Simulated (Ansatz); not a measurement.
```
BN
1.0
    0.00000     1.80442     1.80442
    1.80442     0.00000     1.80442
    1.80442     1.80442     0.00000
N B
1 1
Direct
  0.75000   0.75000   0.75000
  0.00000   0.00000   0.00000
```

No spin polarisation.

A single point on BN with a change (pressure 5 GPa), its geometry relaxed with PBE.

Calculations: r2SCAN in Ansatz (plane waves to 500 eV, PAW, scalar-relativistic without spin-orbit coupling). Γ-centred 16×16×16 mesh, Fermi–Dirac width 0.05 eV.

Question: Estimate the electron mass.

Answer: 0.87 mₑ along k, 0.29 mₑ across (at X).

Question: What is the computed smallest direct gap?

Answer: 9.59 eV.

Question: Predict the gap character.

Answer: Indirect, Γ → X.

Single points use the geometry relaxed with PBE. Load acts through the strain it causes; cell and atoms are relaxed under it. Effective masses come from finite differences of ±0.01 Å⁻¹. Along k means along the line from Γ to the band edge. No phonon test of stability was made. Competing high-pressure phases were not computed. The cell was made from BN in the zinc blende structure (space group F-43m, No. 216) by this change: pressure 5 GPa.

Ansatz is a quantum-chemistry and plane-wave program.
